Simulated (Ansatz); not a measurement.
SiO2: response to strain

The parent structure is SiO2 (space group P4_12_12, No. 92; a = 5.030 Å, c = 7.012 Å). Axes: x, y, z lie along a, b, c of the conventional cell.

Strains are applied to the cell and any free atomic positions relax; under biaxial strain the out-of-plane vector relaxes too.

Method: plane-wave PAW DFT at the PBEsol level (Ansatz, a quantum-chemistry and plane-wave program, 420 eV), spin-orbit coupling left out.

Notes on the quantities. pressure: mean of the normal stresses, compression positive.

```csv
variant,electron mass,pressure,band gap
base,0.54 mₑ (at Γ),0.0 kbar,5.57 eV
"biaxial strain −2.63 %, plane normal [001], relaxed out of plane",0.52 mₑ (at Γ),10.1 kbar,5.66 eV
"biaxial strain +0.29 %, plane normal [001], relaxed out of plane",0.54 mₑ (at Γ),-0.9 kbar,5.56 eV
"biaxial strain +0.95 %, plane normal [001], relaxed out of plane",0.55 mₑ (at Γ),-3.1 kbar,5.54 eV
isotropic strain −0.20 %,0.54 mₑ (at Γ),1.0 kbar,5.58 eV
isotropic strain +0.50 %,0.54 mₑ (at Γ),[?],[?]
uniaxial strain ε_yy = −0.86 %,0.54 mₑ (at Γ),1.5 kbar,5.59 eV
uniaxial strain ε_zz = −2.26 %,0.53 mₑ (at Γ),2.2 kbar,5.56 eV
```

Task: Some entries are withheld; estimate them.

Result: 
- isotropic strain +0.50 %, pressure: -1.9 kbar
- isotropic strain +0.50 %, band gap: 5.55 eV

Effective masses come from finite differences of ±0.01 Å⁻¹. Stability against distortions was not tested.
